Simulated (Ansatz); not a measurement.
**ZnCu$_{2}$GeS$_{4}$ (space group I-4, No. 82)**

ZnCu$_{2}$GeS$_{4}$ is taken in the tetragonal space group I-4 (No. 82), Pearson symbol tI16. Conventional cell: a = 5.360 Å, b = 5.360 Å, c = 10.651 Å, α = 90.00°, β = 90.00°, γ = 90.00°. Cu1 on 2a sees 4 S at 2.320 Å (tetrahedral). Cu2 on 2c is coordinated by 4 S at 2.299 Å (tetrahedral). Zn on 2d sees 4 S at 2.354 Å (tetrahedral). Ge on 2b sees 4 S at 2.291 Å (tetrahedral). S on 8g is surrounded by 1 Ge at 2.291 Å and 2 Cu at 2.299–2.320 Å and 1 Zn at 2.354 Å (tetrahedral). (Neighbours: up to the widest gap in distance over summed covalent radii, below 1.35, at either atom; cation-cation and far metal-metal contacts left out.)
(The calculation used a cell of 8 atoms; values per cell refer to that cell.)

Calculations: PBE (Ansatz, an electronic-structure program), spin-orbit coupling left out, earlier PAW set. k-mesh 9×9×9 (Γ-centred); smearing 0.05 eV (Fermi–Dirac).

| Quantity | Value |
|---|---|
| Volume per atom | 19.12 Å³ |
| Density | 4.27 g/cm³ |
| Band gap | 0.47 eV, direct at Γ |
| Electron mass | 0.10 mₑ along c, 0.11 mₑ across |
| Hole mass | 0.12 mₑ along c, 0.94 mₑ across |
| Lowest conduction-band minima above the VBM | Γ 0.47 eV; X (0, 0, 1/2) 0.72 eV; M (1/2, 1/2, 1/2) 1.43 eV |
| Total energy | -3059.539 eV/atom (σ→0; compares only within this code and set-up) |

Effective masses come from finite differences of ±0.01 Å⁻¹. No phonon test of stability was made. All final runs are without spin polarisation.
